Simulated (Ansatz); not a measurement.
For GeSe (model structure, started from the 4H type, P6₃mc, No. 186, 8 atoms in the cell), PBE in Ansatz (PAW) gives:

- lattice constant a = 4.799 Å
- lattice parameter c = 11.467 Å
- cohesive energy = 3.29 eV/atom

Q: What does PBE-D3(BJ) (plane waves, PAW; Ansatz, a program for electronic structure) give for the same quantities?

A: 
- lattice constant a: 4.783 Å (shrinks by 0.3 %)
- lattice parameter c: 11.396 Å (decreases by 0.6 %)
- cohesive energy: 3.58 eV/atom (rises by 0.29 eV/atom)

Changes are worked out from the printed values.

Unless a cell is named, each level is at its own relaxed cell (PBE 28.58, PBE-D3(BJ) 28.22 Å³/atom).

Caveats: a distance lies near a switch of the dispersion term, which can move the cell (PBE-D3(BJ)). Ansatz's density-functional and Hartree–Fock values are scalar-relativistic unless marked +SOC, with PAW data made under PBE.

A model structure was made by putting elements into a prototype or built by hand; it is no filed structure, need not be a known phase, and can be a saddle point held by its symmetry.
